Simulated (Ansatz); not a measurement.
The reference is Ta in the bcc (W type) structure (space group Im-3m, No. 229; a = 3.320 Å; relaxed with 0.1 eV smearing).

The values are results of PBE (Ansatz, an electronic-structure program; PAW; 420 eV plane waves; no SOC), not measurements.

Strains are applied to the cell and any free atomic positions relax.

One change was made to it. Results:

| quantity | base | after |
|---|---|---|
| pressure | 0.0 GPa | 6.2 GPa |
| energy relative to the base (free energy F) | 0 meV/atom | +10 meV/atom |

**Question.** Name the change that was made.
(A) isotropic strain +2.00 %
(B) isotropic strain +1.50 %
(C) isotropic strain −3.00 %
(D) isotropic strain +1.00 %
(E) isotropic strain −1.00 %

**Answer.** E, isotropic strain −1.00 %. For comparison, the pressure in the other runs: isotropic strain −3.00 % gives 21.0 GPa; isotropic strain +1.00 % gives -5.5 GPa; isotropic strain +2.00 % gives -10.3 GPa; isotropic strain +1.50 % gives -8.0 GPa.

Stability against distortions was not tested. The final runs are not spin-polarised.
